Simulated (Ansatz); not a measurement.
Base system: SnO2 in the rutile structure (space group P4_2/mnm, No. 136; a = 4.769 Å, c = 3.212 Å).

Calculations: PBEsol in Ansatz (plane waves to 420 eV, PAW, without spin-orbit coupling).

For the base:

The electron mass comes out as 0.17 mₑ along c, 0.19 mₑ across (at Γ) and the valence-band top at Γ is 0.00, -0.77, -0.77 eV. The band gap is 0.92 eV and the lattice parameter a is 4.769 Å.

The change: every Sn is replaced by Ti, then cell and atoms are relaxed.

**Question.** Predict the new electron mass, valence-band top at Γ, band gap and lattice parameter a.

**Answer.** The electron mass goes from 0.17 mₑ along c, 0.19 mₑ across (at Γ) to 0.54 mₑ along c, 1.1 mₑ across (at Γ); the valence-band top at Γ (three highest levels, from the VBM) becomes 0.00, -0.45, -0.45 eV (base: 0.00, -0.77, -0.77 eV); the band gap rises by 0.95 eV (0.92 eV → 1.87 eV); the lattice parameter a decreases by 0.178 Å (4.769 Å → 4.591 Å).

Masses are band curvatures over ±0.01 Å⁻¹ around the edge. Stability against distortions was not tested. All final runs are without spin polarisation.

Ansatz is a quantum-chemistry and plane-wave program.
